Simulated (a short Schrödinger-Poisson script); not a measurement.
System: gated Al0.3Ga0.7N/GaN polarisation-induced gas, at 300 K.

```csv
layer,material,thickness (nm),Na (cm⁻³)
1,Al0.3Ga0.7N,10,-
2,GaN,6000,3e14
```

Constants are typed, rounded textbook-type inputs, not results; the design itself was drawn at random and stands for no fabricated device. Al0.3Ga0.7N: permittivity 9.32, conduction-band edge (eV) 0.414, gap (eV) 4.021, electron mass (mₑ) 0.236, Nv at 300 K (cm⁻³) 4.6e19. GaN: permittivity 9.5, conduction-band edge (eV) 0, gap (eV) 3.43, Nv at 300 K (cm⁻³) 4.6e19.

Channel valleys (confinement mass, in-plane density-of-states mass, number): Γ 0.2, 0.2, 1. At the gate the conduction-band edge of layer 1 lies 1.23 eV − eVg above the Fermi level of the channel; the field vanishes at the back. Sheet of polarisation charge: +1.5e13 e/cm² at 10 nm from the gate. The barrier under the gate holds no holes. Gaps are held at their typed values at every temperature. Mesh 0.08 nm at interfaces.

From a short Schrödinger-Poisson script (our own, NumPy): 1D Poisson equation in equilibrium, electrons quantum, Hartree (BenDaniel-Duke, 40 states a valley, the channel's in-plane mass for all, wave functions free to enter the barrier), parabolic valleys, classical holes, full ionisation, no traps, pinning or gate leakage.

The same stack at other levels of the model or other numerical settings:

```tsv
run	sheet density of all electrons at Vg = 0.5 V (cm⁻²)	sheet density of all electrons at Vg = -1 V (cm⁻²)	capacitance at Vg = 0.5 V (μF/cm²)	centroid of the channel electrons at Vg = 0.5 V (nm)	rough cost against the base
base	1.14e13	4.48e12	0.761	2.23	about 1
electrons treated as classical, Boltzmann	1.25e13	5.03e12	0.804	___	0.02
electrons treated as classical, Fermi-Dirac	1.14e13	4.66e12	0.733	___	0.1
electrons treated as quantum, Hartree plus LDA exchange-correlation	___	4.64e12	0.766	2.02	2
mesh six times as coarse	1.14e13	4.48e12	0.761	2.16	0.2
one subband a valley	1.13e13	4.45e12	0.754	1.52	0.5
```

Q: What belongs in the gaps?

A: 
- electrons treated as classical, Fermi-Dirac, centroid of the channel electrons at Vg = 0.5 V (nm): 1.95
- electrons treated as quantum, Hartree plus LDA exchange-correlation, sheet density of all electrons at Vg = 0.5 V (cm⁻²): 1.16e13
- electrons treated as classical, Boltzmann, centroid of the channel electrons at Vg = 0.5 V (nm): 0.95

The classical rows ignore confinement, and Boltzmann statistics overrate the density once the band edge passes the Fermi level.
